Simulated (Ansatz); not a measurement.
A computed series for HfN: pressure series

Start from HfN in the rock salt structure (space group Fm-3m, No. 225).

Space group Fm-3m (No. 225); a = b = c = 4.5016 Å, α = β = γ = 90.00°

```csv
atom,site,symmetry,x,y,z
N,4a,m-3m,0.0000,0.0000,0.0000
Hf,4b,m-3m,0.5000,0.5000,0.5000
```
(The calculation used a cell of 2 atoms; values per cell refer to that cell.)

Cell and atoms are relaxed at each pressure.

Computed with Ansatz (a program for electronic structure) PBEsol, no SOC.

| pressure (GPa) | volume per atom (Å³/atom) |
|---|---|
| -2 | 11.484 |
| -1 | 11.443 |
| 0 | 11.403 |
| 3 | ? |
| 7 | 11.139 |
| 15 | 10.872 |
| 30 | 10.446 |
| 75 | 9.522 |
| 100 | 9.143 |

### Question
Fit the third-order Birch–Murnaghan form P(V) = (3B₀/2)[(V₀/V)^(7/3) − (V₀/V)^(5/3)]·[1 + (3/4)(B₀′ − 4)((V₀/V)^(2/3) − 1)] (squares taken in P) to the rows shown and predict the withheld row.

### Answer
Least squares on the printed values gives V₀ = 11.402 Å³/atom, B₀ = 285 GPa, B₀′ = 4.2; this predicts 11.286 Å³/atom, and the run gives 11.286 Å³/atom, in agreement.

Load acts through the strain it causes; cell and atoms are relaxed under it. No phonon test of stability was made. Competing high-pressure phases were not computed. The final runs are not spin-polarised. An odd electron count without spin: HfN.
